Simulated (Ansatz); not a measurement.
The reference is Al₂O₃ in the corundum structure (space group R-3c, No. 167; a = 4.809 Å, c = 13.124 Å (hexagonal axes)). Axes: x lies along a and z along c of the hexagonal cell.

The values are results of PBE/PAW in Ansatz (a first-principles code), no spin-orbit coupling, not measurements.

Strains are applied to the cell and any free atomic positions relax; under biaxial strain the out-of-plane vector relaxes too.

One change was made to it. Results:

| quantity | base | after |
|---|---|---|
| valence-band top at Γ (three highest levels, from the VBM) | 0.00, -0.03, -0.03 eV | 0.00, -0.28, -0.28 eV |
| shortest interatomic distance | 3.542 bohr | 3.592 bohr |
| band gap | 5.85 eV | 5.19 eV |

**Question.** Which of these changes matches the shifts?
(A) biaxial strain +2.25 %, plane normal [001], relaxed out of plane
(B) biaxial strain +1.50 %, plane normal [001], relaxed out of plane
(C) biaxial strain +0.75 %, plane normal [001], relaxed out of plane

**Answer.** A, biaxial strain +2.25 %, plane normal [001], relaxed out of plane. For comparison, the band gap in the other runs: biaxial strain +0.75 %, plane normal [001], relaxed out of plane gives 5.63 eV; biaxial strain +1.50 %, plane normal [001], relaxed out of plane gives 5.41 eV.

No phonon test of stability was made.
